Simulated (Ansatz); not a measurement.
RbCaH$_{3}$ (Pm-3m), PBEsol, rigid bands run with Ansatz (a first-principles code): N_v = 4.73e20 cm⁻³ at 300 K and a hole conductivity mass of 1.98 mₑ.

### Question
For 1e16 holes per cm³ at 300 K, place the Fermi level, estimate the Seebeck coefficient of a parabolic band with constant τ, and give mobility and conductivity for τ = 10 fs.

### Answer
The level lies k_BT ln(N_v/p) = 0.278 eV above the valence-band maximum. S ≈ +(k_B/e)[ln(N_v/p) + 5/2] = 1143 μV/K, against 1133 μV/K from the full bands (mean over directions). μ = eτ/m = 8.88 cm²/(V·s) and σ = peμ = 0.0142 S/cm. τ is assumed, not computed.

Band transport and this doping are assumed; polarons and phonon drag are left out. Spin-orbit coupling is left out; where it splits the top of the valence band, N_v and the p-type Seebeck coefficient come out somewhat high without it.

Formula and space group known from diffraction (Crystallography Open Database), not checked to be the room-temperature form: RbCaH3 (Pm-3m).
